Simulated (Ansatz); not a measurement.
Consider Ti in the hcp (Mg type) structure (space group P6_3/mmc, No. 194; a = 2.939 Å, c = 4.654 Å; relaxed with 0.1 eV smearing). Axes: x lies along a and z along c of the hexagonal cell.

Computed with DFT with PBE, PAW potentials and a 420 eV plane-wave cutoff in Ansatz (a program for electronic structure), no spin-orbit coupling, earlier PAW set.

Before the change:

| Property | Result |
|---|---|
| Pressure | 0.0 GPa |

Perturbation: compressive biaxial strain of 2.07 % in the plane normal to [001], as in epitaxy on a mismatched substrate; the out-of-plane cell vector and the atoms relax.

Problem. What happens to the out-of-plane strain and pressure?

Solution. The out-of-plane strain amounts to +1.75 %; the pressure (mean of the normal stresses, compression positive) goes from zero to 2.8 GPa.

Whether these cells are dynamically stable was not tested. The final runs are not spin-polarised.
